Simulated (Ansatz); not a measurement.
**TiO2, point defects**

The reference is a 12-atom supercell of TiO2 in the anatase structure (space group I4_1/amd, No. 141; a = 3.7779 Å, c = 9.5838 Å) at its relaxed geometry.

One neutral defect a cell, atoms relaxed at fixed cell.

Method: plane-wave PAW DFT at the r2SCAN level (Ansatz, a first-principles code, 500 eV), no SOC.

```json
[
 {"change": "perfect supercell", "pressure": "0.0 GPa", "largest displacement of a host atom from its site in the perfect cell": "–"},
 {"change": "Te on a O site, symmetric start", "pressure": "33.8 GPa", "largest displacement of a host atom from its site in the perfect cell": "0.52 Å"},
 {"change": "S on a O site, symmetric start", "pressure": "18.4 GPa", "largest displacement of a host atom from its site in the perfect cell": "0.31 Å"},
 {"change": "Ti vacancy, symmetric start", "pressure": "1.2 GPa", "largest displacement of a host atom from its site in the perfect cell": "0.58 Å"},
 {"change": "C on a O site", "pressure": "?", "largest displacement of a host atom from its site in the perfect cell": "?"},
 {"change": "Ti interstitial (started 1.80 Å from the nearest host atom)", "pressure": "14.0 GPa", "largest displacement of a host atom from its site in the perfect cell": "0.35 Å"}
]
```

### Question
Some entries are withheld; estimate them.

### Answer

- C on a O site, pressure: 6.6 GPa
- C on a O site, largest displacement of a host atom from its site in the perfect cell: 0.29 Å

Other magnetic orders, which the real material may have, were not ruled out. The cell is small, so the values are those of an ordered compound at a high defect concentration; dilute-limit values will differ. The mesh was chosen for an insulator and is coarse for the gapless case. Defects with a symmetric start kept the site's symmetry and may sit on a saddle; the others started slightly shaken. Starting moments died away, wholly or in part, for Te on a O site, S on a O site and Ti interstitial (started 1.80 Å from the nearest host atom); another magnetic solution may exist. No Hubbard U is applied, and correlation can decide whether such a compound is a metal. Spin-polarised in the final run: Te on a O site, S on a O site, Ti vacancy, C on a O site and Ti interstitial (started 1.80 Å from the nearest host atom); the other runs are not.
